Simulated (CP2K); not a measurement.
Band structure of AlAs (F-43m, 2 atoms in the cell).

```yaml
crystal:
  lattice:
    - [4.00222, 0.00000, 0.00000]
    - [2.00111, 3.46603, 0.00000]
    - [2.00111, 1.15534, 3.26780]
  atoms:
    - { symbol: Al, position: [0.00000, 0.00000, 0.00000] }
    - { symbol: As, position: [0.25000, 0.25000, 0.25000] }
```

Method: PBE, GPW, DZVP-MOLOPT-SR-GTH basis, GTH-PBE potentials (GTH_POTENTIALS) in CP2K 2026.2.

Settings: CUTOFF = 400 Ry; REL_CUTOFF = 50 Ry; SMEAR/METHOD = FERMI_DIRAC; ELECTRONIC_TEMPERATURE = 580.23 K; KPOINTS/SCHEME = MONKHORST-PACK 8 8 8; GAMMA_CENTERED = T; XC_FUNCTIONAL = PBE; Al/BASIS_SET = DZVP-MOLOPT-SR-GTH; Al/POTENTIAL = GTH-PBE-q3; As/BASIS_SET = DZVP-MOLOPT-SR-GTH; As/POTENTIAL = GTH-PBE-q5; METHOD = GPW; EPS_DEFAULT = 1e-10; EXTRAPOLATION = USE_GUESS.

The starting cell has typed, rounded lattice constants, without a prior relaxation at this level. Values carry the incompleteness of an atom-centred basis.

Question: Predict the gap along the standard path and the places of the band edges.

Answer: The gap along the path is 1.61 eV, from Γ to X; the smallest direct gap on it is 2.14 eV.

Levels in eV from the top of the valence band on the SCF mesh, bands 1 to 5:
```json
[
 {"point": "Γ", "1": "-11.87", "2": "0.00", "3": "0.00", "4": "0.00", "5": "2.14"},
 {"point": "X", "1": "-9.90", "2": "-5.44", "3": "-2.17", "4": "-2.17", "5": "1.61"},
 {"point": "W", "1": "-9.88", "2": "-5.10", "3": "-3.18", "4": "-2.82", "5": "4.40"},
 {"point": "K", "1": "-9.94", "2": "-5.18", "3": "-3.41", "4": "-1.80", "5": "2.29"},
 {"point": "L", "1": "-10.46", "2": "-5.57", "3": "-0.82", "4": "-0.82", "5": "2.19"},
 {"point": "U", "1": "-9.94", "2": "-5.18", "3": "-3.41", "4": "-1.80", "5": "2.29"}
]
```

Higher empty bands are left out: an atom-centred basis made for the valence describes them poorly.
